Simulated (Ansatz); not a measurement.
# Mg interstitial in wurtzite GaN

Computed with PBE, PAW (plane waves to 420 eV; Ansatz, a quantum-chemistry and plane-wave program). The supercell holds 96 host sites (3×2×2 repeats of the unit cell), with a 2×2×2 shifted k-point sampling for the final energies. Site at the start: void with 1N nearest, no. 2. Charged cells carry a point-charge image correction with potential alignment at far atoms. Dielectric constants: PBE linear response of the host. Host gap at this level: 1.71 eV. A cell of this size leaves errors of a few tenths of an eV. PBE underestimates the host's gap, which shifts levels and can delocalise carriers. Spin–orbit coupling is left out. Each state is the lowest found from its start.

The name describes the start; the neighbours show where the added atom ended.

```
charge         moment (μB)  largest move off a lattice site (Å)  neighbours of the added atom at the end (Å)  image correction with alignment (eV)
------  ------------------  -----------------------------------  -------------------------------------------  ------------------------------------
+2      not spin-polarised                                 0.26                       N 2.04, N 2.05, N 2.05                                  0.99
+1*               quenched                                 0.27                       N 2.05, N 2.05, N 2.05                                     –
0*      not spin-polarised                                 0.28                       N 2.05, N 2.06, N 2.06                                     –
```

* At this level the carrier isn't localised at the defect: at charge +1 electrons occupy the conduction band; at charge 0 electrons occupy the conduction band. Such a state is shallow or no state of the defect, and this cell gives it no level.

Starting moments that weren't kept: charge +1 began with 1 μB and ended with 0.0.

No other site or start that was run ended lower by more than 0.1 eV.

Flagged in the runs: a host whose relaxation on this sampling wasn't shown to rest.
